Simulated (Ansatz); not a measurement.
Ansatz (an electronic-structure program) run on SbPb (Fm-3m, 2 atoms in the cell): self-consistent single point.

Level of theory: LDA (PW92), default PAW files made with PBE (plane waves; Ansatz).

```xyz
2
Lattice="0.0000 3.1518 3.1518 3.1518 0.0000 3.1518 3.1518 3.1518 0.0000" Properties=species:S:1:pos:R:3 pbc="T T T"
Sb     3.1518     3.1518     3.1518
Pb     0.0000     0.0000     0.0000
```

Reference input (self-consistent single point, DFT, LDA (PW92), plane waves, default PAW files made with PBE): basis.ecutwfc = 420 eV; kpoints.mp_grid.grid = 9 9 9; hamiltonian.xc = lda; hamiltonian.pseudopotentials = {kind: paw} (the program's default PAW files); scf.occupations.method = gaussian; scf.occupations.width = 0.1 eV. This run's input differs from it in these lines:

Ansatz 0.2 input:
```diff
@@ -11,3 +11,3 @@
 kpoints:
-  mp_grid: { grid: [9, 9, 9] }
+  mp_grid: { grid: [15, 15, 15] }
 hamiltonian:
@@ -16,3 +16,3 @@
 scf:
-  occupations: { method: gaussian, width: 0.1 }
+  occupations: { method: fermi_dirac, width: 0.2 }
 output:
```

Output (repeated stretches shortened):

```
SCF iter   1: F=—  HF=-17938.099688 eV  |F-HF|=—  |Δ(HF+E_count)|=         —  Δρ=5.63e-3  dr2=8.60e-3  ethr=1.77e-3  ⟨swp⟩=6.1  Hψ=11960  notcnv=0
all-band conjugate gradients solve this SCF's bands
preconditioner: auto → Kerker (q_TF=auto, 2.400 Å⁻¹)
SCF iter   2: F=—  HF=-17938.095219 eV  |F-HF|=—  |Δ(HF+E_count)|=   4.47e-3  Δρ=3.04e-3  dr2=2.58e-3  ethr=2.96e-5  ⟨swp⟩=2.4  Hψ=4011  notcnv=0
SCF iter   3: F=—  HF=-17938.094412 eV  |F-HF|=—  |Δ(HF+E_count)|=   8.07e-4  Δρ=3.83e-4  dr2=7.81e-5  ethr=8.91e-6  ⟨swp⟩=2.0  Hψ=3608  notcnv=0
SCF iter   4: F=—  HF=-17938.094406 eV  |F-HF|=—  |Δ(HF+E_count)|=   5.63e-6  Δρ=2.24e-4  dr2=1.91e-5  ethr=2.69e-7  ⟨swp⟩=2.0  Hψ=4173  notcnv=0
SCF iter   5: F=—  HF=-17938.094398 eV  |F-HF|=—  |Δ(HF+E_count)|=   7.86e-6  Δρ=5.57e-5  dr2=1.39e-6  ethr=6.57e-8  ⟨swp⟩=2.0  Hψ=3825  notcnv=0
SCF iter   6: F=—  HF=-17938.094398 eV  |F-HF|=—  |Δ(HF+E_count)|=   4.37e-8  Δρ=1.92e-5  dr2=1.72e-7  ethr=4.78e-9  ⟨swp⟩=1.2  Hψ=2517  notcnv=0
SCF iter   7: F=-17938.094398 eV  HF=-17938.094398 eV  |F-HF|=4.55e-9  |Δ(HF+E_count)|=   4.08e-8  Δρ=3.40e-6  dr2=9.20e-9  ethr=3.45e-10  ⟨swp⟩=5.9  Hψ=11397  notcnv=0
SCF 1 converged in 7 iterations: F = -17938.094398 eV  dr2 = 9.20e-9
Free energy (F): -17938.094398 eV
Internal energy: -17937.930142 eV  (E = F + TS)
E sigma→0 (E₀):  -17938.012270 eV
Entropy (-TS):   -0.164256 eV (-82.128 meV/atom)
Fermi energy:    9.227355 eV
--- Forces (eV/Å), atoms counted from 1 ---
  atom   1  Sb     0.00000000    -0.00000000     0.00000000
  atom   2  Pb    -0.00000000     0.00000000     0.00000000
--- Stress (GPa, compression-positive) ---
       -2.042929       0.000000      -0.000000
        0.000000      -2.042929       0.000000
        0.000000       0.000000      -2.042929
  P = ⅓ Tr σ = -2.0429 GPa (-20.429 kbar)
  The stress holds the Pulay correction. Without it, at fixed plane waves, as pw.x and ABINIT print it: P = -2.0685 GPa
```

The run converged in 7 iterations. Against the reference run the free energy falls by 45.2 meV/atom and the pressure goes from -2.29 to -2.04 GPa.

The starting cell comes from a database of computed structures (which also holds hypothetical and non-ambient phases and stackings), without a prior relaxation at this level. Its lattice was rescaled by up to half a per cent. Ansatz's pressure includes its estimate of the finite-basis (Pulay) stress.
